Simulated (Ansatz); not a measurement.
## Lattice parameter c of PtTe2 (model structure, started from the CdCl2 type, R-3m, No. 166, 3 atoms in the cell) at several levels of theory

No measured value is used here.

Put these levels in order of the lattice parameter c that they give for PtTe2 (model structure, started from the CdCl2 type, R-3m, No. 166, 3 atoms in the cell), smallest first: PBE (Ansatz, a program for electronic structure), PBE-D3(BJ) (Ansatz), PBEsol (Ansatz).

PBE-D3(BJ) (17.176 Å), PBEsol (17.395 Å), PBE (18.585 Å)

Density-functional levels without +SOC have no spin–orbit coupling. Ansatz's density-functional and Hartree–Fock values are scalar-relativistic unless marked +SOC, with PAW data made under PBE.

A model structure was made by putting elements into a prototype or built by hand; it is no filed structure, need not be a known phase, and can be a saddle point held by its symmetry.
